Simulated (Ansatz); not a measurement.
Ansatz (a program for electronic structure) run on a (001) slab of HfPd2 (cut from a parent of space group no. 139; 6 atoms in the cell): self-consistent single point.

Level of theory: PBEsol, default PAW files made with PBE (plane waves; Ansatz).

The change in words: vacuum of 5 angstrom (first run: 14 Å). Reference geometry:
```
CELL_PARAMETERS angstrom
      3.38906     0.00000     0.00000
      0.00000     3.38906     0.00000
      0.00000     0.00000    21.14111
ATOMIC_POSITIONS crystal
  Hf 0.00000 0.00000 0.60274
  Pd 0.00000 0.00000 0.33111
  Pd 0.50000 0.50000 0.66889
  Hf 0.50000 0.50000 0.39726
  Pd 0.50000 0.50000 0.53658
  Pd 0.00000 0.00000 0.46341
```

Reference input (self-consistent single point, DFT, PBEsol, plane waves, default PAW files made with PBE): basis.ecutwfc = 30.9 Ry; kpoints.mp_grid.grid = 9 9 1; hamiltonian.xc = pbesol; hamiltonian.pseudopotentials = {kind: paw} (the program's default PAW files); scf.occupations.method = fermi_dirac; scf.occupations.width = 0.0073 Ry. This run's input differs from it in these lines:

Ansatz 0.2 input:
```diff
@@ -5,10 +5,10 @@
     - [0.000000, 3.389062, 0.000000]
-    - [0.000000, 0.000000, 21.141112]
+    - [0.000000, 0.000000, 12.141129]
   atoms:
-    - { symbol: Hf, position_ang: [0.000000, 0.000000, 12.742509] }
-    - { symbol: Pd, position_ang: [0.000000, 0.000000, 6.999991] }
-    - { symbol: Pd, position_ang: [1.694531, 1.694531, 14.141121] }
-    - { symbol: Hf, position_ang: [1.694531, 1.694531, 8.398518] }
-    - { symbol: Pd, position_ang: [1.694531, 1.694531, 11.344004] }
-    - { symbol: Pd, position_ang: [0.000000, 0.000000, 9.797003] }
+    - { symbol: Hf, position_ang: [0.000000, 0.000000, 8.242515] }
+    - { symbol: Pd, position_ang: [0.000000, 0.000000, 2.500004] }
+    - { symbol: Pd, position_ang: [1.694531, 1.694531, 9.641125] }
+    - { symbol: Hf, position_ang: [1.694531, 1.694531, 3.898529] }
+    - { symbol: Pd, position_ang: [1.694531, 1.694531, 6.844015] }
+    - { symbol: Pd, position_ang: [0.000000, 0.000000, 5.297017] }
 basis:
```

Output, abridged:

```
SCF iter   1: F=—  HF=-58824.899412 eV  |F-HF|=—  |Δ(HF+E_count)|=         —  Δρ=9.27e-3  dr2=2.66e-1  ethr=1.77e-3  ⟨swp⟩=5.9  Hψ=3856  notcnv=0  defer=10
all-band conjugate gradients solve this SCF's bands
preconditioner: auto → LDOS
SCF iter   2: F=—  HF=-58824.903811 eV  |F-HF|=—  |Δ(HF+E_count)|=   4.40e-3  Δρ=1.15e-2  dr2=1.79e-1  ethr=2.15e-4  ⟨swp⟩=2.1  Hψ=2260  notcnv=0  defer=23
   [... lines left out ...]
SCF iter   7: F=—  HF=-58824.867045 eV  |F-HF|=—  |Δ(HF+E_count)|=   1.53e-6  Δρ=5.10e-5  dr2=1.05e-5  ethr=3.81e-8  ⟨swp⟩=2.0  Hψ=1620  notcnv=0  defer=23
SCF iter   8: F=—  HF=-58824.867048 eV  |F-HF|=—  |Δ(HF+E_count)|=   2.38e-6  Δρ=2.94e-5  dr2=2.64e-6  ethr=8.47e-9  ⟨swp⟩=2.1  Hψ=1469  notcnv=0  defer=23
SCF iter   9: F=—  HF=-58824.867048 eV  |F-HF|=—  |Δ(HF+E_count)|=   1.60e-8  Δρ=1.05e-5  dr2=4.15e-7  ethr=2.13e-9  ⟨swp⟩=2.2  Hψ=1477  notcnv=0  defer=23
SCF iter  10: F=-58824.867048 eV  HF=-58824.867048 eV  |F-HF|=1.46e-8  |Δ(HF+E_count)|=   4.09e-8  Δρ=4.98e-6  dr2=4.55e-8  ethr=8.06e-11  ⟨swp⟩=10.7  Hψ=4440  notcnv=0
SCF 1 converged in 10 iterations: F = -58824.867048 eV  dr2 = 4.55e-8
Free energy (F): -58824.867048 eV
Internal energy: -58824.702941 eV  (E = F + TS)
E sigma→0 (E₀):  -58824.784995 eV
Entropy (-TS):   -0.164106 eV (-27.351 meV/atom)
Fermi energy:    13.906724 eV
--- Forces (eV/Å), atoms counted from 1 ---
  atom   1  Hf     0.00000000     0.00000000    -0.28974920
  atom   2  Pd     0.00000000     0.00000000    -0.02636751
  atom   3  Pd     0.00000000     0.00000000     0.02636751
  atom   4  Hf     0.00000000     0.00000000     0.28974920
  atom   5  Pd     0.00000000     0.00000000    -0.29123411
  atom   6  Pd     0.00000000     0.00000000     0.29123411
--- Stress (GPa, compression-positive) ---
       -4.548311       0.000000       0.000000
        0.000000      -4.548311       0.000000
        0.000000       0.000000      -2.639569
  P = ⅓ Tr σ = -3.9121 GPa (-39.121 kbar)
  The stress holds the Pulay correction. Without it, at fixed plane waves, as pw.x and ABINIT print it: P = -3.9498 GPa
```

The run converged in 10 iterations. Against the reference run the free energy drops by 2.0 meV/atom and the largest force goes from 0.356 to 0.291 eV/Å.

The starting cell comes from a database of computed structures (which also holds hypothetical and non-ambient phases and stackings), without a prior relaxation at this level. The slab is cut from that crystal, and its faces are unrelaxed. Its lattice was rescaled by up to half a per cent. Spin-orbit coupling is off. Spin polarisation is off.
